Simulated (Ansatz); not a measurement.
The parent structure is SrTiO3 in the cubic perovskite structure (space group Pm-3m, No. 221; a = 3.891 Å). Axes: x, y, z lie along the cube axes.

All numbers come from PBEsol in Ansatz (plane waves to 420 eV, PAW, scalar-relativistic without spin-orbit coupling).

Modification: uniaxial strain ε_zz = +1.80 %, all other strain components held at zero, atoms relaxed at fixed cell.

**Question.** Predict the stress tensor and what it implies for the stiffness.

**Answer.** Stress of the strained cell less that of the base (GPa, compression positive):
```
  -1.79    0.00    0.00
   0.00   -1.79    0.00
   0.00    0.00   -5.73
```

Then −Δσ_ii/ε with ε = 0.0180 gives secant stiffness values (nonlinear terms included at this strain): C33 ≈ 318 GPa, C13 ≈ 99 GPa and C23 ≈ 99 GPa.

Stability against distortions was not tested. The final runs are not spin-polarised. Many cubic perovskites are stable only at high temperature; tilts and polar distortions were not tested.

Ansatz is a program for electronic structure.
